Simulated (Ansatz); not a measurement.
Consider CuI in the zinc blende structure (space group F-43m, No. 216; a = 6.0228 Å). Axes: x, y, z lie along the cube axes.

Method: r2SCAN/PAW in Ansatz (a program for electronic structure), spin-orbit coupling left out.

Base values:

The valley order comes out as Γ 1.67 eV; L along ⟨111⟩ 2.57 eV; X along ⟨100⟩ 2.90 eV and the pressure is 0.00 GPa.

Now apply this change: tensile biaxial strain of 1.67 % in the plane normal to [111], as in epitaxy on a mismatched substrate; the out-of-plane cell vector and the atoms relax.

Question: What happens to the valley order?

Answer: The valley order (the lowest conduction-band minima on the path, energy above the VBM, named in the base's zone) goes from Γ 1.67 eV; L along ⟨111⟩ 2.57 eV; X along ⟨100⟩ 2.90 eV to Γ 1.58 eV; L along [111] 2.34 eV; L along [1-1-1] 2.60 eV; X along [001] 2.87 eV.

Question: Estimate the effect on the pressure.

Answer: The pressure (mean of the normal stresses, compression positive) goes from zero to -0.86 GPa.

Question: How does this affect the ratio −ε⊥/ε∥?

Answer: The ratio −ε⊥/ε∥ amounts to 0.74.

With I present, leaving out spin-orbit coupling can change the band edges. The levels and masses belong to the bands next to the band gap. Whether these cells are dynamically stable was not tested. The final runs are not spin-polarised.
